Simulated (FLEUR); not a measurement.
Band structure of TiNb (Cmmm, 2 atoms in the cell).

```xyz
2
Lattice="1.6410 -2.3180 0.0000 1.6410 2.3180 0.0000 0.0000 0.0000 4.6460" Properties=species:S:1:pos:R:3 pbc="T T T"
Ti     1.6410     0.0000     2.3230
Nb     0.0000     0.0000     0.0000
```

Computed with PBEsol, all-electron FLAPW (FLEUR), scalar-relativistic valence.

Settings: Kmax = 4.5 1/bohr; GmaxXC = 22.5 1/bohr; xcFunctional = PBEs; jspins = 1; l_soc = F; mode = hist; fermiSmearingEnergy = 0.00999582 Htr; mesh (inpgen div1-3) = 12 12 7; inpgen gamma flag = true; Gmax = 22.5 1/bohr; numbands = 0; maxIterBroyd = 15; imix = Anderson; alpha = 0.05.

The starting cell comes from a database of computed structures (which also holds hypothetical and non-ambient phases and stackings), without a prior relaxation at this level. Spin polarisation is off. Values depend on the basis (sphere radii, cutoffs, local orbitals), which need not be converged.

Levels in eV from the Fermi level, bands 9 to 16:
```csv
point,9,10,11,12,13,14,15,16
Γ,-5.95,-3.19,-1.18,0.73,0.73,0.75,1.68,2.72
X,-2.46,-2.32,-1.98,-1.18,0.40,2.76,2.86,3.14
S,-2.58,-1.64,-1.53,-0.79,-0.41,0.23,2.47,3.07
R,-3.34,-3.06,-1.25,-0.66,1.31,2.08,2.78,2.88
A,-1.75,-1.70,-1.16,-0.74,-0.69,-0.50,3.10,3.12
Z,-4.22,-3.83,-0.77,-0.25,0.18,0.49,2.32,2.39
Y,-3.53,-2.97,-2.56,-1.00,1.64,2.91,3.40,4.01
X1,-2.46,-2.32,-1.98,-1.18,0.40,2.76,2.86,3.14
A1,-1.75,-1.70,-1.16,-0.74,-0.69,-0.50,3.10,3.12
T,-2.90,-2.06,-1.48,-0.78,0.82,1.19,1.72,1.94
```
